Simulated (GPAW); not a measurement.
Density of states of MgTiMnO4 (Cm, 7 atoms in the cell).

```
MgTiMnO4
1.0
    5.52754    -1.75063     0.00000
    5.52754     1.75063     0.00000
   -1.69948     0.00000     4.73462
Mg Ti Mn O
1 1 1 4
Cartesian
  6.20496   0.00000   1.76147
  1.37457   0.00000   4.19852
  9.45286   0.00000   3.96472
  0.01940   0.00000   2.75540
  1.88742   0.00000   0.79679
  4.93371   0.00000   0.17665
  7.35325   0.00000   3.48127
```
Moments meant for the start (each program seeds them in its own way; μB, in the order of the atoms Mg Ti Mn O O O O): 0.0 0.0 4.0 0.0 0.0 0.0 0.0.

Level of theory: PBEsol+U, GPAW PAW datasets PBEsol (made by gpaw-setup) (plane waves; GPAW).

SCF settings: spinpol = true; mode = pw; ecut = 950 eV; xc = PBEsol; setups = {Mn: :d,3.9}; kpts = 4 4 3; mesh shift (steps) = 0 0 0; occupations.name = fermi-dirac; occupations.width = 0.05 eV; nbands = -8; convergence.forces = 0.001 eV/Å; convergence.bands = -6; symmetry.symmorphic = false; symmetry.tolerance = 0.0005; maxiter = 150. Keys of the DOS step: dos_kpts = 8 8 6; dos_width = 0.1 eV.

The starting cell comes from a database of computed structures (which also holds hypothetical and non-ambient phases and stackings), without a prior relaxation at this level. With one magnetic atom in the cell only a parallel order is possible. With U or open f shells several self-consistent states can exist.

Total DOS (both spins), as means of the tabulated values in each energy bin; the zero is the program's Fermi level or highest filled level, and the curve is cut to this window:

```
E (eV) | states/eV/cell
    -7.88 |  0.00
    -7.62 |  0.00
    -7.38 |  0.00
    -7.12 |  0.04
    -6.88 | ##### 1.42
    -6.62 | ####### 2.08
    -6.38 | ############# 3.58
    -6.12 | ################### 5.36
    -5.88 | ######################## 6.72
    -5.62 | ############################# 8.24
    -5.38 | ###################### 6.22
    -5.12 | ##################### 5.94
    -4.88 | ################# 4.88
    -4.62 | ###################### 6.25
    -4.38 | ######################## 6.91
    -4.12 | ############################ 8.04
    -3.88 | ######################### 7.16
    -3.62 | ############################## 8.48
    -3.38 | ################### 5.47
    -3.12 | ###################### 6.09
    -2.88 | ########################## 7.35
    -2.62 | ################ 4.45
    -2.38 | ###### 1.73
    -2.12 | ##### 1.38
    -1.88 | ####### 2.07
    -1.62 | ##### 1.43
    -1.38 | ############# 3.58
    -1.12 | ###### 1.59
    -0.88 |  0.00
    -0.62 |  0.00
    -0.38 |  0.00
    -0.12 |  0.00
     0.12 |  0.00
     0.38 |  0.00
     0.62 |  0.00
     0.88 |  0.00
     1.12 | ###### 1.65
     1.38 | ####################### 6.56
     1.62 | ########### 3.19
     1.88 | ################### 5.35
     2.12 | ############### 4.31
     2.38 | ############ 3.32
     2.62 | ######## 2.30
     2.88 | ############# 3.73
     3.12 | ######## 2.36
```

The gap on the SCF mesh is 2.28 eV.
